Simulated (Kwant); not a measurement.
Model system: six-terminal Hall bar in a CdTe two-dimensional gas. Effective mass 0.096 mₑ, grid spacing 12 nm, hard walls, nominal width 300 nm (25 grid rows, so walls 312 nm apart), one parabolic valley, scattering region 780 nm long along x; energies count from the band bottom; Fermi energy swept from 0.000222 to 0.001776 eV. Four side probes 150 nm wide, two on each edge; current runs along x; the sign of the Hall resistance is a convention. Perpendicular field 0.33 T, also in the leads; orbital effect alone.

The device is made up for the run: typed textbook-type constants, with dimensions and the other settings drawn at random.

Model: effective-mass tight-binding model on a square grid, one spin, coherent transport at 0 K (Kwant). Resistances are in h/e².

### Question
How many Landau levels lie under the Fermi energy, and what Hall resistance follows, at 0.301 meV and 0.330 T; 0.433 meV and 0.330 T; 0.696 meV and 0.330 T; 1.22 meV and 0.330 T?

### Answer
ħωc = ħeB/m = 1.21 meV a tesla; levels lie at (n + ½)ħωc. E/ħωc = 0.76 gives 1 level and h/(1e²) = 1.000; simulated 1.000. E/ħωc = 1.09 gives 1 level and h/(1e²) = 1.000; simulated 1.000. E/ħωc = 1.75 gives 2 levels and h/(2e²) = 0.500; simulated 0.500. E/ħωc = 3.07 gives 3 levels and h/(3e²) = 0.333; simulated 0.333.
